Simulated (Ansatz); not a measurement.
For GaSnO3 (model structure, started from the PbTiO3 type, P4mm, No. 99, 5 atoms in the cell), LDA (plane waves, PAW; Ansatz, a first-principles code) gives:

| Quantity | Result |
|---|---|
| equilibrium lattice constant a | 3.549 Å |
| lattice parameter c | 4.713 Å |
| bulk modulus | 128 GPa |
| cohesive energy | 5.49 eV/atom |

Task: What does r²SCAN (PAW; Ansatz) give for the same quantities?

Result: 
- lattice constant a: 3.588 Å (goes up by 1.1 %)
- lattice parameter c: 4.763 Å (grows by 1.1 %)
- bulk modulus: 122 GPa (drops by 4.7 %)
- cohesive energy: 4.48 eV/atom (drops by 1.01 eV/atom)

Changes are worked out from the printed values.

Unless a cell is named, each level is at its own relaxed cell (LDA 11.87, r²SCAN 12.26 Å³/atom).

Levels without +SOC leave out spin–orbit coupling, which shifts energies and cells of such heavy elements.

Caveats: the bulk modulus is −V dP/dV from two relaxed cells at ±2 % in volume (LDA, r²SCAN). Ansatz's density-functional and Hartree–Fock values are scalar-relativistic unless marked +SOC, with PAW data made under PBE.

A model structure was made by putting elements into a prototype or built by hand; it is no filed structure, need not be a known phase, and can be a saddle point held by its symmetry.
